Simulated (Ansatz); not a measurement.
Functionals compared on the (11-21) surface of hcp Co, ferromagnetic in its 1x1 cell, outermost plane spacing 0.60 Å in the ideal cut, in Ansatz (plane waves, PAW). The structure was relaxed with PBE; the other rows are single points on it, each with its references at the same level. Cutoff 420 eV.

Model: 17-atom slab, 9.5 Å thick at the start (thin: gaps and levels are the slab's own), 10x9x1 mesh, Fermi-Dirac 0.1 eV, dipole correction, all atoms relaxed; no symmetry held; spin-polarised, no spin-orbit, no U. These notes are the PBE run's.

| functional | surface energy (J/m²) | work function of the top face (eV) | magnetic moment of the cell (μB) | rough cost of the single point |
|---|---|---|---|---|
| PBE | 2.66 | 4.30 | 28.76 | – |
| LDA | 3.33 | 4.65 | 28.11 | roughly 70 core-minutes |
| PBEsol | (withheld) | (withheld) | 28.71 | around 40 core-minutes (rough) |
| RPBE | 2.38 | 4.14 | 28.95 | roughly 40 core-minutes |

Problem. Fill in the missing entries.

Solution. 
- PBEsol, surface energy (J/m²): 3.10
- PBEsol, work function of the top face (eV): 4.39

Ansatz is a first-principles code.
